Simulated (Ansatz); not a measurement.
A one-dimensional Lu body, 1 atoms a period, stretched and compressed along its axis from its relaxed period of 3.091 Å, atoms relaxed at each length.

```yaml
crystal:
  lattice:
    - [11.00000, 0.00000, 0.00000]
    - [0.00000, 11.00000, 0.00000]
    - [0.00000, 0.00000, 3.09133]
  atoms:
    - { symbol: Lu, position: [0.50000, 0.50000, 0.00000] }
```

Method: PBE (plane waves to 420 eV, PAW; Ansatz, a first-principles code). Mesh 1×1×96. No spin polarisation. One-dimensional cell, images about 11 Å apart. A hypothetical model. Symmetry and one short period hold its shape; lower forms weren't sought. Pairing along the axis, which can open a gap, is among the distortions not tried. Buckling under compression is shut out by symmetry and the short period. Energies are free energies at a Fermi–Dirac width of 0.02 eV, from the unstrained cell.

```csv
strain (%),energy (meV a period),axial force (nN)
-3.0,(withheld),(withheld)
-1.5,+2,-0.13
0.0,0,0.00
+1.5,+1,+0.10
+3.0,(withheld),(withheld)
```

Some entries are withheld; supply them.


- +3.0, energy (meV a period): +6
- +3.0, axial force (nN): +0.20
- -3.0, energy (meV a period): +8
- -3.0, axial force (nN): -0.27
